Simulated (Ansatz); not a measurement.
Results of LDA (PAW; Ansatz, a program for electronic structure) for MoIr3 (model structure, started from the Cu3Au type, Pm-3m, No. 221, 4 atoms in the cell).

Numerical settings: plane-wave cutoff 520 eV, 14×14×14 k mesh, Fermi–Dirac smearing 0.05 eV, no spin polarisation, scalar-relativistic PAW data made under PBE.

Cell (relaxed at this level):

```cif
data_Ir3Mo
_chemical_formula_sum 'Ir3 Mo1'
_space_group_name_H-M_alt 'P 1'
_space_group_IT_number 1
_cell_length_a 3.82765
_cell_length_b 3.82765
_cell_length_c 3.82765
_cell_angle_alpha 90.000
_cell_angle_beta 90.000
_cell_angle_gamma 90.000
loop_
_space_group_symop_operation_xyz
  'x, y, z'
loop_
_atom_site_label
_atom_site_type_symbol
_atom_site_fract_x
_atom_site_fract_y
_atom_site_fract_z
_atom_site_occupancy
Ir1 Ir 0.00000 0.50000 0.50000 1
Ir2 Ir 0.50000 0.50000 0.00000 1
Ir3 Ir 0.50000 0.00000 0.50000 1
Mo1 Mo 0.00000 0.00000 0.00000 1
```

Task: Predict the bulk modulus.

Result: 
- bulk modulus: 386 GPa

Note: the run has no spin polarisation, so it can have missed a magnetic state; the bulk modulus is −V dP/dV from two relaxed cells at ±2 % in volume; the relaxation could raise the start's symmetry but not lower it, so the cell can be a saddle point.

Spin–orbit coupling is not included.

A model structure was made by putting elements into a prototype or built by hand; it is no filed structure, need not be a known phase, and can be a saddle point held by its symmetry.
